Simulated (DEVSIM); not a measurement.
Structure: abrupt Si n-p junction, at 300 K.

```tsv
layer (left to right)	material	thickness (μm)	Nd (cm⁻³)	Na (cm⁻³)	τn (s)	τp (s)
1	Si	49.0	7.6e18	-	0.00071	0.00071
2	Si	170	-	3.1e16	0.00071	0.00071
```

Left contact: ohmic. Right contact: ohmic. Voltage is applied to the left contact. Recombination: SRH at mid-gap, radiative. Mobility is constant in doping. Where it depends on doping, it is μmin + (μ − μmin)/(1 + (N/Nref)^α).

This is a model device: material constants are rounded textbook-type values typed into the input, and sizes, dopings and lifetimes were drawn at random. Values at 300 K. The table also holds parameters that only a changed run uses.

```csv
parameter,Si
gap (eV),1.124
affinity (eV),4.05
permittivity,11.7
Nc (cm⁻³),2.86e19
Nv (cm⁻³),3.1e19
μn (cm²/Vs),1417
μp (cm²/Vs),470
"μn,min",52
"μp,min",45
"Nref,n",9.7e16
"Nref,p",2.2e17
αn,0.68
αp,0.72
B (cm³/s),4.7e-15
Cn (cm⁶/s),2.8e-31
Cp (cm⁶/s),9.9e-32
```

Simulated with DEVSIM: 1D drift-diffusion, Boltzmann statistics, complete ionisation; no tunnelling, impact ionisation, image-force lowering or self-heating.

Base results: dark forward voltage at 1 A/cm² (V) 0.709; potential step across the device at zero bias (V) 0.911; dark forward voltage at 100 A/cm² (V) 0.866; largest field in the device at zero bias (V/cm) 170000.

**Question.** What follows from this one change: doping Na of layer 2 3.1e+16 → 9.3e+17 cm^-3?

**Answer.** dark forward voltage at 1 A/cm² 0.709 → 0.792 V; potential step across the device at zero bias 0.911 → 0.999 V; dark forward voltage at 100 A/cm² 0.866 → 0.917 V; largest field in the device at zero bias 170000 → 490000 V/cm.

**Question.** What follows from this one change: thickness of layer 2 170 → 100 μm?

**Answer.** dark forward voltage at 1 A/cm² 0.709 → 0.695 V; potential step across the device at zero bias little changed (0.911 V); dark forward voltage at 100 A/cm² 0.866 → 0.842 V; largest field in the device at zero bias little changed (170000 V/cm).

**Question.** What follows from this one change: Auger recombination switched on?

**Answer.** dark forward voltage at 1 A/cm² little changed (0.708 V); potential step across the device at zero bias little changed (0.911 V); dark forward voltage at 100 A/cm² 0.866 → 0.874 V; largest field in the device at zero bias little changed (170000 V/cm).
